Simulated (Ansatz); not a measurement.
SiH3 on the 1x1 (111) surface of fcc Ni, ferromagnetic, one in a 2x2 cell: adsorption energies (eV for each) against SiH4(g) − ½ H2(g) in Ansatz (plane waves, PAW). Structures relaxed with PBE; the other functionals are single points on them, with slab and gas at the same level. No dispersion, zero-point or thermal terms. Rows are starts at which the adsorbate stayed; left out, since it moved away, changed or didn't bind there, or the run didn't converge: hollow Ni-Ni-Ni over Ni at depth 2.0 Å.

Model: 20-atom slab, 6.0 Å thick at the start under the adsorbate (thin: gaps and levels are the slab's own), 7x7x1 mesh, Fermi-Dirac 0.1 eV, dipole correction, 8 atoms held, the rest relaxed; each run with such symmetry as its start has; spin-polarised, no spin-orbit, no U, no dispersion correction.

```
site                                      PBE  RPBE
--------------------------------------  -----  ----
top Ni                                  -0.56   ___
hollow Ni-Ni-Ni over Ni at depth 4.0 Å  -0.85   ___
bridge Ni-Ni (span 2.5 Å)               -1.13   ___
```

### Question
What belongs in the gaps?

### Answer

- top Ni, RPBE: -0.29
- hollow Ni-Ni-Ni over Ni at depth 4.0 Å, RPBE: -0.48
- bridge Ni-Ni (span 2.5 Å), RPBE: -0.72

RPBE moves the energies by 0.35 eV on average against PBE and puts 'bridge Ni-Ni (span 2.5 Å)' lowest, as PBE does.

Ansatz is an electronic-structure program.
